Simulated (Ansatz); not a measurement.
System: Y-vacancy pair (Y on one host Zr site, one O site vacant) in monoclinic ZrO2 (charge state +1). All values below come from PBE, PAW (plane waves to 420 eV; Ansatz, a first-principles code).

Settings: 96 host sites, the relaxed PBE lattice, the Γ point alone, smearing 0.01 eV, spin-restricted, no image-charge correction. Energies are static. The charge state is imposed; whether it is stable for some Fermi level was not computed. Forms of the defect that were not tried may lie lower. The start lies 0.067 eV above the lowest site run (PBE).

Barriers: single points on a 2×2×2 k-point mesh shifted by half a step at the bands' geometries.

Relaxed starting cell (atoms counted from 1):

```
CELL_PARAMETERS angstrom
     10.37868     0.00000     0.00000
      0.00000    10.48354     0.00000
     -1.80708     0.00000    10.60481
ATOMIC_POSITIONS crystal
  Y  0.14462 0.24196 0.35021
  Zr 0.13886 0.22935 0.85601
  Zr 0.13659 0.73019 0.35665
  Zr 0.13748 0.72723 0.85716
  Zr 0.63624 0.23025 0.35556
  Zr 0.63794 0.22913 0.85554
  Zr 0.63351 0.72311 0.35348
  Zr 0.63948 0.72764 0.85609
  Zr 0.36385 0.27065 0.14434
  Zr 0.36071 0.27453 0.64662
  Zr 0.35997 0.77155 0.14703
  Zr 0.36628 0.77004 0.64686
  Zr 0.86075 0.26960 0.14712
  Zr 0.86437 0.27155 0.64487
  Zr 0.86266 0.77229 0.14369
  Zr 0.86413 0.77370 0.64457
  Zr 0.36447 0.48118 0.39794
  Zr 0.36228 0.47830 0.89659
  Zr 0.35995 0.97837 0.39424
  Zr 0.36471 0.97706 0.89985
  Zr 0.86077 0.47847 0.39589
  Zr 0.86239 0.47664 0.89621
  Zr 0.84029 0.96929 0.39076
  Zr 0.86230 0.97894 0.89454
  Zr 0.13722 0.02188 0.10590
  Zr 0.14671 0.01246 0.62036
  Zr 0.13759 0.52351 0.10615
  Zr 0.13881 0.52299 0.60594
  Zr 0.63682 0.02216 0.10385
  Zr 0.63476 0.02423 0.60689
  Zr 0.63780 0.52104 0.10483
  Zr 0.64145 0.52093 0.60777
  O  0.03140 0.08946 0.92563
  O  0.03221 0.58748 0.42499
  O  0.03079 0.58815 0.92661
  O  0.53118 0.08713 0.42650
  O  0.53243 0.08756 0.92652
  O  0.53369 0.58529 0.42782
  O  0.53311 0.58682 0.92516
  O  0.46786 0.41280 0.07427
  O  0.47219 0.41193 0.57772
  O  0.46767 0.91300 0.07753
  O  0.46500 0.91495 0.57637
  O  0.97009 0.40819 0.07753
  O  0.96769 0.41628 0.57760
  O  0.96926 0.90650 0.06836
  O  0.96745 0.92403 0.56163
  O  0.46618 0.33546 0.32740
  O  0.46665 0.33700 0.82446
  O  0.46514 0.83589 0.32683
  O  0.47003 0.83660 0.82686
  O  0.95374 0.32920 0.33043
  O  0.96807 0.33591 0.82433
  O  0.96777 0.84980 0.32172
  O  0.97145 0.84369 0.81806
  O  0.02265 0.14681 0.18364
  O  0.03463 0.16287 0.66676
  O  0.03026 0.66221 0.17810
  O  0.03407 0.66861 0.67388
  O  0.53497 0.16497 0.17466
  O  0.52902 0.16250 0.67595
  O  0.52933 0.66052 0.17633
  O  0.53469 0.66323 0.67595
  O  0.23337 0.38133 0.49626
  O  0.22504 0.37111 0.98812
  O  0.22138 0.87384 0.49092
  O  0.22588 0.87021 0.99002
  O  0.72599 0.37113 0.48984
  O  0.72581 0.37154 0.98842
  O  0.72036 0.86918 0.48676
  O  0.72571 0.87193 0.98798
  O  0.27345 0.12843 0.01199
  O  0.25330 0.12314 0.51270
  O  0.27382 0.62747 0.01395
  O  0.27550 0.63244 0.51319
  O  0.77386 0.12797 0.01192
  O  0.77585 0.12616 0.51033
  O  0.77546 0.62786 0.01253
  O  0.77498 0.62968 0.51312
  O  0.28165 0.11808 0.25733
  O  0.27595 0.11992 0.76633
  O  0.27296 0.62474 0.26467
  O  0.27387 0.62167 0.76395
  O  0.77320 0.11661 0.26346
  O  0.77301 0.12320 0.76130
  O  0.77332 0.62072 0.26236
  O  0.77836 0.62311 0.76264
  O  0.23072 0.38427 0.23648
  O  0.22488 0.37818 0.73988
  O  0.22277 0.87787 0.23993
  O  0.22963 0.87608 0.74394
  O  0.72027 0.37691 0.23676
  O  0.72687 0.37875 0.73991
  O  0.71995 0.87388 0.23745
  O  0.72710 0.87925 0.73673
```
Cell charge +1.

End state 1 differs by these moves (Å; atoms that move under 0.08 Å are left out):

```tsv
atom	element	Δx	Δy	Δz
1	Y	-0.09	-0.10	0.06
2	Zr	0.02	0.09	0.13
7	Zr	0.05	0.08	0.01
14	Zr	-0.23	0.10	-0.05
23	Zr	0.22	0.14	0.11
26	Zr	0.06	-0.06	-0.26
32	Zr	-0.06	0.07	-0.04
33	O	0.02	-0.02	-0.09
44	O	0.04	-0.03	-0.12
45	O	0.03	-0.17	-0.07
47	O	-0.03	-0.07	0.26
52	O	0.09	0.20	-0.18
53	O	0.01	-0.09	-0.14
55	O	-0.07	-0.11	0.11
56	O	0.04	0.08	-0.13
57	O	0.25	-0.64	-2.22
59	O	-0.04	-0.08	0.03
70	O	0.07	0.06	0.03
73	O	0.31	0.00	0.03
77	O	-0.05	0.07	0.05
81	O	-0.37	0.04	-0.15
```

Question: What forward and backward barriers to end state 1 does PBE, PAW give?

Answer: forward 0.56 eV, backward 0.38 eV; at the saddle point atom 57 has neighbours 2 O at 2.64; Y at 2.50; Zr at 2.05, Zr at 2.33 Å. The saddle point's order was not checked.

End state 2 differs by these moves (Å; atoms that move under 0.08 Å are left out):

| atom | element | Δx | Δy | Δz |
|---|---|---|---|---|
| 1 | Y | -0.07 | -0.01 | 0.17 |
| 7 | Zr | 0.06 | 0.08 | 0.05 |
| 13 | Zr | -0.25 | 0.15 | -0.06 |
| 20 | Zr | 0.03 | 0.03 | -0.08 |
| 23 | Zr | 0.23 | 0.10 | 0.07 |
| 25 | Zr | 0.16 | -0.16 | -0.11 |
| 26 | Zr | -0.06 | 0.08 | -0.17 |
| 31 | Zr | -0.05 | 0.08 | -0.02 |
| 33 | O | -0.06 | 0.14 | 0.21 |
| 44 | O | -0.01 | -0.08 | -0.06 |
| 45 | O | 0.07 | -0.12 | -0.10 |
| 46 | O | -0.04 | 0.21 | 0.20 |
| 47 | O | -0.03 | -0.14 | 0.17 |
| 52 | O | 0.03 | 0.07 | -0.23 |
| 54 | O | -0.04 | -0.19 | 0.07 |
| 55 | O | -0.03 | -0.01 | 0.14 |
| 56 | O | -0.36 | -0.69 | 2.56 |
| 57 | O | -0.06 | -0.06 | 0.15 |
| 59 | O | -0.04 | -0.08 | 0.05 |
| 69 | O | -0.07 | 0.07 | -0.02 |
| 72 | O | 0.07 | -0.01 | -0.05 |
| 73 | O | 0.27 | 0.04 | 0.04 |
| 80 | O | -0.32 | 0.01 | -0.12 |
| 84 | O | 0.02 | 0.09 | -0.03 |
| 92 | O | -0.09 | 0.07 | -0.02 |
| 94 | O | 0.05 | 0.06 | 0.02 |

Question: What forward and backward barriers to end state 2 does PBE, PAW give?

Answer: forward 0.83 eV, backward 0.79 eV; at the saddle point atom 56 has neighbours Y at 2.20; Zr at 2.04 Å. The saddle point's order was not checked.

End state 3 differs by these moves (Å; atoms that move under 0.08 Å are left out):

```csv
atom,element,Δx,Δy,Δz
1,Y,-0.10,-0.14,0.09
16,Zr,-0.15,-0.19,0.13
23,Zr,0.17,0.18,-0.08
26,Zr,0.16,0.18,-0.09
36,O,0.07,-0.05,-0.01
43,O,0.09,-0.05,-0.02
47,O,0.84,1.46,-1.20
52,O,0.02,0.07,-0.08
54,O,-0.04,-0.14,0.08
55,O,0.03,0.10,-0.14
57,O,-0.02,-0.08,0.13
59,O,-0.01,0.08,-0.09
70,O,0.40,0.04,0.15
73,O,0.31,0.05,0.08
81,O,0.05,0.07,0.00
84,O,-0.02,0.06,-0.05
91,O,-0.01,0.06,-0.06
95,O,-0.06,-0.02,0.05
```

Question: What forward and backward barriers to end state 3 does PBE, PAW give?

Answer: forward 0.57 eV, backward 0.64 eV; at the saddle point atom 47 has neighbours 2 Zr at 1.93 Å. The saddle point's order was not checked.

End state 4 differs by these moves (Å; atoms that move under 0.08 Å are left out):

```
atom  element     Δx     Δy     Δz
----  -------  -----  -----  -----
1           Y  -0.09  -0.12   0.06
3          Zr   0.24  -0.10   0.05
7          Zr   0.05   0.05   0.04
15         Zr  -0.04  -0.10  -0.12
17         Zr   0.02  -0.08   0.01
23         Zr   0.09   0.25   0.17
26         Zr  -0.06   0.04  -0.19
34          O   0.00   0.13   0.05
35          O  -0.03   0.06   0.06
44          O  -0.03   0.11  -0.01
46          O  -0.04   0.03   0.12
47          O   0.01  -0.28   0.01
52          O   0.05   0.13  -0.09
54          O   0.50   2.20   0.99
55          O  -0.04  -0.04   0.06
56          O   0.08   0.18  -0.20
58          O   0.01   0.11   0.12
59          O  -0.05  -0.11   0.09
62          O   0.08   0.07  -0.01
66          O   0.07  -0.08  -0.02
73          O   0.23  -0.01   0.05
75          O   0.06  -0.07   0.01
82          O   0.08  -0.04   0.01
84          O  -0.02   0.09  -0.01
94          O   0.42   0.02   0.14
```

Question: Give the forward and backward barriers to end state 4 at the level PBE, PAW.

Answer: forward 1.04 eV, backward 0.88 eV; at the saddle point atom 54 has neighbours Zr at 1.92 Å. The saddle point's order was not checked.

End state 5 differs by these moves (Å; atoms that move under 0.08 Å are left out):

```tsv
atom	element	Δx	Δy	Δz
1	Y	-0.14	-0.04	-0.04
7	Zr	0.09	0.03	0.01
10	Zr	0.10	0.10	0.17
16	Zr	-0.09	-0.06	0.04
19	Zr	0.12	-0.11	-0.08
23	Zr	0.24	0.10	0.05
26	Zr	-0.24	-0.01	-0.08
33	O	0.05	-0.09	-0.05
46	O	-0.02	0.05	0.07
47	O	-0.13	-0.11	0.22
49	O	0.06	0.09	0.05
50	O	0.09	0.01	-0.08
52	O	0.00	0.10	-0.12
54	O	-0.01	-0.15	0.08
55	O	-0.08	-0.11	0.09
56	O	0.07	0.15	-0.22
57	O	-0.07	0.00	0.12
64	O	0.07	-0.25	0.06
66	O	0.09	0.07	-0.01
73	O	-1.98	-0.49	-0.81
80	O	-0.03	-0.02	0.09
81	O	0.03	0.02	-0.21
89	O	0.00	0.04	0.07
94	O	0.08	0.05	0.01
```

Question: Give the forward and backward barriers to end state 5 at the level PBE, PAW.

Answer: forward 1.23 eV, backward 0.25 eV; at the saddle point atom 73 has neighbours Y at 2.11; Zr at 1.93 Å. The saddle point's order was not checked.
